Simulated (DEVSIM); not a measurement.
Structure: In0.49Ga0.51P/GaAs p-n heterojunction, at 300 K.

Layer 1 from the left is In0.49Ga0.51P, thickness (μm) 0.0450, Na (cm⁻³) 6.4e16, τn (s) 8.2e-9, τp (s) 8.2e-9. Layer 2 from the left is GaAs, thickness (μm) 0.320, Nd (cm⁻³) 1.2e17, τn (s) 8.2e-9, τp (s) 8.2e-9.

Left contact: ohmic. Right contact: ohmic. Voltage is applied to the left contact. Recombination: SRH at mid-gap, Auger. Mobility is constant in doping.

Constants are typed, rounded textbook-type inputs, not results; the design itself was drawn at random and stands for no fabricated device. Values at 300 K.

In0.49Ga0.51P: gap (eV) 1.89, affinity (eV) 4, permittivity 11.8, Nc (cm⁻³) 9e17, Nv (cm⁻³) 1.3e19, μn (cm²/Vs) 1500, μp (cm²/Vs) 80, Cn (cm⁶/s) 3e-30, Cp (cm⁶/s) 3e-30. GaAs: gap (eV) 1.424, affinity (eV) 4.07, permittivity 12.9, Nc (cm⁻³) 4.7e17, Nv (cm⁻³) 9e18, μn (cm²/Vs) 8500, μp (cm²/Vs) 400, Cn (cm⁶/s) 1e-30, Cp (cm⁶/s) 1e-30.

Simulated with DEVSIM: 1D drift-diffusion, Boltzmann statistics, complete ionisation; no tunnelling, impact ionisation, image-force lowering or self-heating. Band offsets follow the typed affinities; no thermionic-emission limit at abrupt steps, no polarisation charge.

Question: What does the simulation give for the dark forward voltage at 1 A/cm², the dark forward voltage at 100 A/cm², the potential step across the device at zero bias, the largest field in the device at zero bias?

Answer: dark forward voltage at 1 A/cm² 1.161 V; dark forward voltage at 100 A/cm² 1.401 V; potential step across the device at zero bias 1.647 V; largest field in the device at zero bias 190000 V/cm.
